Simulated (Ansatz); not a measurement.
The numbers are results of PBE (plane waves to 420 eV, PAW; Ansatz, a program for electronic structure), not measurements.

Plane-averaged electrostatic potential energy along the normal, in eV from the Fermi level, for a constructed model of the (111) surface of fcc Ir, a pseudomorphic layer of Au in the host's stacking (bottom of the slab: a bare face, its two planes held):

| z (Å) | V (eV) |
|---|---|
| 3.89 | 5.51 |
| 4.17 | 5.50 |
| 4.44 | 5.50 |
| 4.72 | 5.50 |
| 5.00 | 5.49 |
| 5.28 | 5.48 |
| 5.56 | 5.45 |
| 5.83 | 5.38 |
| 6.11 | 5.24 |
| 6.39 | 4.94 |
| 6.67 | 4.29 |
| 6.94 | 2.89 |
| 7.22 | -0.23 |
| 7.50 | -7.49 |
| 7.78 | -16.69 |
| 8.06 | -22.91 |
| 8.33 | -23.20 |
| 8.61 | -17.47 |
| 8.89 | -8.65 |
| 9.17 | -2.24 |
| 9.44 | -2.09 |
| 9.72 | -8.17 |
| 10.00 | -17.11 |
| 10.28 | -23.34 |
| 10.56 | -23.83 |
| 10.83 | -18.33 |
| 11.11 | -9.58 |
| 11.39 | -2.89 |
| 11.67 | -2.49 |
| 11.94 | -8.47 |
| 12.22 | -17.30 |
| 12.50 | -23.40 |
| 12.78 | -23.72 |
| 13.06 | -18.08 |
| 13.33 | -9.28 |
| 13.61 | -2.62 |
| 13.89 | -2.04 |
| 14.17 | -7.64 |
| 14.44 | -16.52 |
| 14.72 | -23.04 |
| 15.00 | -23.93 |
| 15.28 | -18.73 |
| 15.56 | -10.05 |
| 15.83 | -3.03 |
| 16.11 | -2.12 |
| 16.39 | -7.53 |
| 16.67 | -16.41 |
| 16.94 | -23.01 |
| 17.22 | -24.08 |
| 17.50 | -19.08 |
| 17.78 | -10.46 |
| 18.06 | -3.35 |
| 18.33 | -2.55 |
| 18.61 | -8.39 |
| 18.89 | -17.14 |
| 19.17 | -23.18 |
| 19.44 | -23.36 |
| 19.72 | -17.56 |
| 20.00 | -8.62 |
| 20.28 | -1.48 |
| 20.56 | 0.77 |
| 20.83 | -0.59 |
| 21.11 | -6.93 |
| 21.39 | -14.62 |
| 21.67 | -18.83 |
| 21.94 | -18.91 |
| 22.22 | -14.87 |
| 22.50 | -7.13 |
| 22.78 | 0.01 |
| 23.06 | 3.01 |
| 23.33 | 4.27 |
| 23.61 | 4.84 |
| 23.89 | 5.09 |
| 24.17 | 5.21 |
| 24.44 | 5.27 |
| 24.72 | 5.29 |
| 25.00 | 5.30 |
| 25.28 | 5.31 |
| 25.56 | 5.31 |
| 25.83 | 5.31 |
| 26.11 | 5.31 |

Set-up: 7 atoms, 13.6 Å thick at the start with caps and adatoms (thin: gaps and levels are the slab's own); mesh 16x16x1; 0.1 eV smearing; dipole correction on; 2 atoms held, the rest relaxed; symmetry of the start imposed; no spin, no spin-orbit, no U. In PBE it is, or lies within 0.01 eV a 1x1 cell of, the lowest of the 2 structures of its composition computed so far; subsurface sites and larger cells were not tried.

The vacuum level lies 5.31 eV above the Fermi level over the top face and 5.51 eV above it under the bottom face.
